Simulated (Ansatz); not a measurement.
Functionals compared on CH3 on the 1x1 (110) surface of bcc Ta, one in a 2x2 cell, started at the site 'bridge Ta-Ta (span 2.9 Å)', in Ansatz (plane waves, PAW). The structure was relaxed with PBE; the other rows are single points on it, each with its references at the same level. Cutoff 420 eV (500 eV for r2SCAN).

Model: 20-atom slab, 6.8 Å thick at the start under the adsorbate (thin: gaps and levels are the slab's own), 5x5x1 mesh, Fermi-Dirac 0.1 eV, dipole correction, 8 atoms held, the rest relaxed; no symmetry held; no spin, no spin-orbit, no U, no dispersion correction. At the end it is bonded to 3 Ta. In PBE it is, or lies within 0.03 eV of, the lowest of the starts that converged. These notes are the PBE run's. Adsorption energies are against CH4(g) − ½ H2(g). A negative adsorption energy means that the adsorbate is more stable on the surface than in its reference.

| functional | adsorption energy (eV) | work function of the top face (eV) | change of the work function (eV) | rough cost of the single point |
|---|---|---|---|---|
| PBE | -0.07 | 3.76 | -1.01 | – |
| RPBE | 0.19 | 3.65 | -1.00 | around 90 core-seconds (rough) |
| r2SCAN | -0.31 | 3.78 | -1.10 | about 2.8 core-minutes (a rough figure) |

Ansatz is a quantum-chemistry and plane-wave program.
